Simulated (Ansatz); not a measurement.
System: Hf (model structure, started from the fcc type, Fm-3m, No. 225, 1 atom in the cell). Method: r²SCAN+rVV10 in Ansatz (PAW).

The input as run:

Ansatz 0.2 input:
```yaml
crystal:
  lattice:
    - [0.0, 2.2146963148, 2.2146963148]
    - [2.2146963148, 0.0, 2.2146963148]
    - [2.2146963148, 2.2146963148, 0.0]
  atoms:
    - { symbol: Hf, position: [0.0, 0.0, 0.0] }
basis:
  ecutwfc: 560
  ecutrho_ratio: 4
  xc_grid: 3
kpoints:
  mp_grid: { grid: [22, 22, 22] }
hamiltonian:
  xc: r2scan
  dispersion: rvv10
  pseudopotentials: { kind: paw }
scf:
  occupations: { method: fermi_dirac, width: 0.05 }
output:
  forces: false
  stress: true
  eigenvalues: true
relax:
  f_tol: 0.004
  escape_saddle: false
  max_steps: 80
```

The run printed, among other lines:

```
WARN output.stress: scf.convergence.dr2_threshold = 1e-7 eV (the SCF's general default) is looser than the 1e-10 eV advised for a printed stress (1e-10 eV for …
Relaxation: its limit of steps is 80 (relax.max_steps)
Crystal: 1 atoms, lattice volume = 21.726 Å³
Basis set: ecut = 560 eV, 645 PW (Γ), exchange–correlation on 75×75×75 points (27 copies of the dense FFT grid, shifted against one another)
Bands: 17, of which v1, the nominal top of the filled ones, is band 13 counted from 1 (12 counted from 0)
Symmetry: 48 space group operations
Space group: Fm-3m (ITA 225), of the structure as read, at distance tolerance 2.8e-5 Å
k-points: 328 of 10648
Functional: x = r2scan, c = r2scan + rvv10(b = 11.95, C = 0.0093); τ floored in thin density (d = 2e-4 eV/Å³)
SCF iter   1: F=—  HF=-15730.178924 eV  |F-HF|=—  |Δ(HF+E_count)|=         —  Δρ=8.10e-3  dr2=7.30e-3  dr2_τ=1.64e-2
SCF iter   2: F=—  HF=-15730.187489 eV  |F-HF|=—  |Δ(HF+E_count)|=   8.57e-3  Δρ=3.45e-3  dr2=1.76e-3  dr2_τ=7.75e-4
  ...
SCF 1 converged in 6 iterations: F = -15730.187573 eV  dr2 = 3.83e-9
relax step   1: F+E_penalty+E_count = -15730.18757311 eV  Δ(F+E_penalty+E_count) = +0.000e0 eV  max|allowed force component| = 0.000e0 eV/Å  Δτ_max = 0.0000 Å  (6 SCF iters, accepted)
Crystal: 1 atoms, lattice volume = 21.726 Å³
Initial density: handed on by an earlier stage of this run
SCF iter   1: F=—  HF=-15730.187573 eV  |F-HF|=—  |Δ(HF+E_count)|=         —  Δρ=6.81e-6  dr2=3.84e-9  dr2_τ=1.93e-9
SCF iter   2: F=-15730.187573 eV  HF=-15730.187573 eV  |F-HF|=3.73e-10  |Δ(HF+E_count)|=  3.86e-10  Δρ=3.20e-6  dr2=8.67e-10  dr2_τ=6.88e-10
SCF 2 converged in 2 iterations: F = -15730.187573 eV  dr2 = 8.67e-10
SCF converged after 2 iterations
Free energy (F): -15730.187573 eV
Internal energy: -15730.176407 eV  (E = F + TS)
E sigma→0 (E₀):  -15730.181990 eV
Fermi energy:    20.243316 eV
--- Forces (eV/Å), atoms counted from 1 ---
  atom   1  Hf    -0.00000000     0.00000000    -0.00000000
--- Stress (GPa, compression-positive) ---
        2.145682       0.000000      -0.000000
        0.000000       2.145682       0.000000
       -0.000000      -0.000000       2.145682
  P = ⅓ Tr σ = 2.1457 GPa (21.457 kbar)
```

The cell is one volume of an energy–volume scan, off the minimum.

The PAW data were made under PBE.

Note: the relaxation could raise the start's symmetry but not lower it, so the cell can be a saddle point.

A model structure was made by putting elements into a prototype or built by hand; it is no filed structure, need not be a known phase, and can be a saddle point held by its symmetry.

Ansatz is an electronic-structure program.
